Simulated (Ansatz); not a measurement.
System: antifluorite Be2C. Method: LDA in Ansatz (PAW).

Run with plane-wave cutoff 520 eV, 14×14×14 k mesh, Fermi–Dirac smearing 0.01 eV, scalar-relativistic PAW data made under PBE.

Properties against volume:

```json
[
 {"V (Å³/atom)": "6.092", "P (GPa)": "14.89", "direct gap at Γ (eV)": "4.217", "smallest gap on the k mesh (eV)": "1.238"},
 {"V (Å³/atom)": "6.222", "P (GPa)": "9.46", "direct gap at Γ (eV)": "4.180", "smallest gap on the k mesh (eV)": "1.227"},
 {"V (Å³/atom)": "6.352", "P (GPa)": "4.49", "direct gap at Γ (eV)": "4.143", "smallest gap on the k mesh (eV)": "1.217"},
 {"V (Å³/atom)": "6.481", "P (GPa)": "-0.04", "direct gap at Γ (eV)": "4.106", "smallest gap on the k mesh (eV)": "1.207"},
 {"V (Å³/atom)": "6.611", "P (GPa)": "-4.19", "direct gap at Γ (eV)": "4.071", "smallest gap on the k mesh (eV)": "1.197"},
 {"V (Å³/atom)": "6.741", "P (GPa)": "-7.99", "direct gap at Γ (eV)": "4.035", "smallest gap on the k mesh (eV)": "1.187"},
 {"V (Å³/atom)": "6.870", "P (GPa)": "-11.46", "direct gap at Γ (eV)": "4.001", "smallest gap on the k mesh (eV)": "1.177"}
]
```

The fundamental gap (1.21 eV at the equilibrium volume, with added k points) lies elsewhere than Γ–Γ.

Ansatz is a program for electronic structure.
